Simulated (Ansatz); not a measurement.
**What biaxial strain +2.00 %, plane normal [001], relaxed out of plane does to WC**

Start from WC (space group P-6m2, No. 187; a = 2.899 Å, c = 2.827 Å; relaxed with 0.1 eV smearing). Axes: x lies along a and z along c of the hexagonal cell.

Modification: biaxial strain +2.00 %, plane normal [001], relaxed out of plane (Cartesian); in-plane vectors clamped, the third vector and the atoms free.

All numbers come from Ansatz (a quantum-chemistry and plane-wave program) PBEsol, no spin-orbit coupling. k-mesh 23×23×20 (Γ-centred); smearing 0.1 eV (Fermi–Dirac).

The volume per atom goes up by 0.34 Å³, from 10.29 Å³ to 10.63 Å³ and the space group stays P-6m2 (No. 187). The band gap remains zero and the out-of-plane strain is -0.72 %. The mean in-plane stress (compression positive) is -16.6 GPa.

No phonon test of stability was made. The final runs are not spin-polarised.
